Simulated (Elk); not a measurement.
## Worked example: self-consistent single point of Mg3Sc (P6_3/mmc, 8 atoms in the cell) in Elk

Method of the run: PBEsol, all-electron FP-LAPW, Elk's shipped species files, LAPW+lo basis (Elk 10.2.4).

This input was run:

```
tasks
  0

xctype
  22

rgkmax
  8.0

gmaxvr
  14.0

nxoapwlo
  1

stype
  3

swidth
  0.00367493

avec
   11.8605456160   -0.0000001968    0.0000000000
   -5.9302726375   10.2715339046    0.0000000000
    0.0000000000    0.0000000000    9.4264830329

sppath
  'species/'

atoms
  2   : nspecies
  'Mg.in'   : spfname
  6   : natoms; atposl, bfcmt below
  0.1666190000  0.3332390000  0.2500000000    0.0 0.0 0.0
  0.8333790000  0.6667590000  0.7500000000    0.0 0.0 0.0
  0.8333790000  0.1666190000  0.7500000000    0.0 0.0 0.0
  0.1666190000  0.8333790000  0.2500000000    0.0 0.0 0.0
  0.6667590000  0.8333790000  0.2500000000    0.0 0.0 0.0
  0.3332390000  0.1666190000  0.7500000000    0.0 0.0 0.0
  'Sc.in'   : spfname
  2   : natoms; atposl, bfcmt below
  0.6666666667  0.3333333333  0.2500000000    0.0 0.0 0.0
  0.3333333333  0.6666666667  0.7500000000    0.0 0.0 0.0

ngridk
  4 4 5
```

Output, abridged:

```
│ Elk code version 10.2.4 │

All units are atomic (Hartree, Bohr, etc.)

│ Ground-state run starting from atomic densities │

Lattice vectors :
   11.86054562     -0.1968000000E-06   0.000000000
  -5.930272637       10.27153390       0.000000000
   0.000000000       0.000000000       9.426483033

Unit cell volume      :    1148.390677
Brillouin zone volume :   0.2159981079

Muffin-tin inner radius fraction :   0.1000000000E-01

Nuclei treated as point charges

Species :    1 (Mg)
 parameters loaded from : Mg.in
 name : magnesium
 nuclear charge    :   -12.00000000
 electronic charge :    12.00000000
 atomic mass :    44305.30462
 muffin-tin radius :    2.200000000
 number of radial points in muffin-tin :    397
 atomic positions (lattice), magnetic fields (Cartesian) :
   1 :   0.49995233  0.99990567  0.00000000    0.00000000  0.00000000  0.00000000
   2 :   0.16671233  0.33342567  0.50000000    0.00000000  0.00000000  0.00000000
   3 :   0.16671233  0.83328567  0.50000000    0.00000000  0.00000000  0.00000000
   4 :   0.49995233  0.50004567  0.00000000    0.00000000  0.00000000  0.00000000
   5 :   0.00009233  0.50004567  0.00000000    0.00000000  0.00000000  0.00000000
   6 :   0.66657233  0.83328567  0.50000000    0.00000000  0.00000000  0.00000000

Species :    2 (Sc)
 parameters loaded from : Sc.in
 name : scandium
 nuclear charge    :   -21.00000000
 electronic charge :    21.00000000
 atomic mass :    81949.61066
 muffin-tin radius :    2.400000000
 number of radial points in muffin-tin :    497
 atomic positions (lattice), magnetic fields (Cartesian) :
   1 :   0.00000000  0.00000000  0.00000000    0.00000000  0.00000000  0.00000000
   2 :   0.66666667  0.33333333  0.50000000    0.00000000  0.00000000  0.00000000

Total number of atoms per unit cell :    8

Spin treatment :
 spin-unpolarised

Number of Bravais lattice symmetries :   24
Number of crystal symmetries         :    8
   [... lines left out ...]
Maximum |G| for potential and density :    14.00000000
 potential will be trimmed for |G| > 2 gkmax
Constant for pseudocharge density :    8
Radial integration step length :    4

G-vector grid sizes :     54    54    45
Number of G-vectors :    53221

Maximum angular momentum used for
 APW functions                      :    8
 outer part of muffin-tin           :    6
 inner part of muffin-tin           :    1

Total nuclear charge    :   -114.0000000
Total core charge       :    32.00000000
Total valence charge    :    82.00000000
Total excess charge     :    0.000000000
Total electronic charge :    114.0000000

Effective Wigner radius, rₛ :    1.339775605

Number of empty states         :   32
Total number of valence states :   73
Total number of core states    :   32

Total number of local-orbitals :   74

Exchange-correlation functional :     22     0     0
 PBEsol, Phys. Rev. Lett. 100, 136406 (2008)
 gradient requirement :    1
 generalised gradient approximation (GGA)

Smearing type :    3
 Fermi-Dirac
Smearing width :   0.3674930000E-02
Effective electronic temperature (K) :    1160.451112

Mixing type :    3
 Broyden mixing, J. Phys. A: Math. Gen. 17, L317 (1984)

Kohn-Sham potential initialised from atomic data
│ Self-consistent loop started │
│ Loop number : 1 │
 total energy                :     -2729.12261339
│ Loop number : 2 │
 total energy                :     -2729.05692294
RMS change in Kohn-Sham potential (target) :   0.7658051323     (  0.1000000000E-05)
Absolute change in total energy (target)   :   0.6569044624E-01 (  0.1000000000E-03)
│ Loop number : 3 │
 total energy                :     -2731.12232756
RMS change in Kohn-Sham potential (target) :   0.5142484308     (  0.1000000000E-05)
Absolute change in total energy (target)   :    2.048982003     (  0.1000000000E-03)
│ Loop number : 4 │
 total energy                :     -2726.67601971
RMS change in Kohn-Sham potential (target) :   0.1991086670     (  0.1000000000E-05)
Absolute change in total energy (target)   :    3.934062349     (  0.1000000000E-03)
│ Loop number : 5 │
 total energy                :     -2726.73285923
RMS change in Kohn-Sham potential (target) :   0.5842550413E-01 (  0.1000000000E-05)
Absolute change in total energy (target)   :   0.9266760664     (  0.1000000000E-03)
   [... lines left out ...]
Absolute change in total energy (target)   :   0.5615497407E-03 (  0.1000000000E-03)
│ Loop number : 12 │
 total energy                :     -2726.21600047
RMS change in Kohn-Sham potential (target) :   0.4248061768E-05 (  0.1000000000E-05)
Absolute change in total energy (target)   :   0.7064884767E-04 (  0.1000000000E-03)
│ Loop number : 13 │
 total energy                :     -2726.21579404
RMS change in Kohn-Sham potential (target) :   0.8004812137E-06 (  0.1000000000E-05)
Absolute change in total energy (target)   :   0.2240882081E-03 (  0.1000000000E-03)
│ Loop number : 14 │
 total energy                :     -2726.21573614
RMS change in Kohn-Sham potential (target) :   0.1211736529E-06 (  0.1000000000E-05)
Absolute change in total energy (target)   :   0.1139251090E-03 (  0.1000000000E-03)
│ Loop number : 15 │
 total energy                :     -2726.21573381
RMS change in Kohn-Sham potential (target) :   0.9114457067E-07 (  0.1000000000E-05)
Absolute change in total energy (target)   :   0.3081590012E-04 (  0.1000000000E-03)
Convergence targets achieved

│ Loop number : 16 │

Energies :
 Fermi                       :     0.167117069434
 sum of eigenvalues          :     -1525.06865311
 electron kinetic            :      2739.94041148
 core electron kinetic       :      2235.56736114
 Coulomb                     :     -5293.55870233
 Coulomb potential           :     -4039.85743023
 nuclear-nuclear             :     -397.161735871
 electron-nuclear            :     -5752.93650268
 Hartree                     :      856.539536224
 Madelung                    :     -3273.62998721
 xc potential                :     -225.151634351
 exchange                    :     -167.482402722
 correlation                 :     -5.10714444003
 electron entropic           :    -0.789959902056E-02
 total energy                :     -2726.21573761

Density of states at Fermi energy :    185.0375479
 (states/Hartree/unit cell)

Estimated indirect band gap :   0.3116810780E-02
 from k-point      3 to k-point     10
Estimated direct band gap   :   0.4639146164E-02
 at k-point     17

Charges :
 core                        :    32.00000000
 valence                     :    82.00000000
 interstitial                :    12.57790775
 muffin-tins (core leakage)
  species :    1 (Mg)
   atom    1                 :    10.53364581     (  0.2220446049E-15)
   atom    2                 :    10.53371815     (   0.000000000    )
   atom    3                 :    10.53364581     (   0.000000000    )
   atom    4                 :    10.53364581     (   0.000000000    )
   atom    5                 :    10.53371815     (   0.000000000    )
   atom    6                 :    10.53364581     (  0.2220446049E-15)
  species :    2 (Sc)
   atom    1                 :    19.11003637     (  0.3333811449E-08)
   atom    2                 :    19.11003637     (  0.3333811449E-08)
 total in muffin-tins        :    101.4220923
 total calculated charge     :    113.9916669
 total charge                :    114.0000000
 error                       :   0.8333124602E-02

│ Self-consistent loop stopped │
```

The run converged in 16 iterations. The count includes the last loop, which Elk runs after its targets are met.

The starting cell comes from a database of computed structures (which also holds hypothetical and non-ambient phases and stackings), without a prior relaxation at this level. Its lattice was rescaled by a random factor within 2.5 % of one. Values depend on the basis (sphere radii, cutoffs, local orbitals), which need not be converged. The log's line on a gap gives a spacing of levels on this mesh, which the program prints for metals too.

Cost on one core of a shared machine: roughly 4 min.
